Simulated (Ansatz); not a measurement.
The reference is GaSb in the zinc blende structure (space group F-43m, No. 216; a = 6.1335 Å).

Method: r2SCAN/PAW in Ansatz (a first-principles code), no SOC, earlier PAW set.

Before the change:

| Quantity | Value |
|---|---|
| Lattice parameter a | 6.134 Å |

One thing is altered: full substitution Ga → Zn; the structure is relaxed again.

Task: What does the calculation give for the lattice parameter a after the change?

Result: The lattice parameter a decreases by 0.088 Å to 6.046 Å.

Whether these cells are dynamically stable was not tested. As relaxed here, ZnSb is a hypothetical phase, not in the database extracts checked. The final runs are not spin-polarised. An odd electron count without spin: ZnSb.
